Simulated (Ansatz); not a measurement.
The parent structure is HgTe in the zinc blende structure (space group F-43m, No. 216; a = 6.435 Å). Axes: x, y, z lie along the cube axes.

The values are results of LDA (Ansatz, a quantum-chemistry and plane-wave program; PAW; 420 eV plane waves; no spin-orbit coupling), not measurements.

Base values:

- Shortest interatomic distance = 2.786 Å

Modification: a pure shear with ε_xy = ε_yx = 0.0114; the atoms relax in the strained cell.

Q: Predict the new valley order, largest internal atomic displacement, energy relative to the base and shortest interatomic distance.

A: The valley order (the lowest conduction-band minima on the path, energy above the VBM, named in the base's zone) is Γ 0.01 eV; L along [1-1-1] 0.44 eV; L along [111] 0.63 eV; the largest internal atomic displacement is 0.016 Å; the energy goes up by 1.2 meV/atom; the shortest interatomic distance hardly moves (2.786 Å against 2.784 Å).

With Hg and Te present, leaving out spin-orbit coupling can change the band edges. Whether these cells are dynamically stable was not tested. All final runs are without spin polarisation.
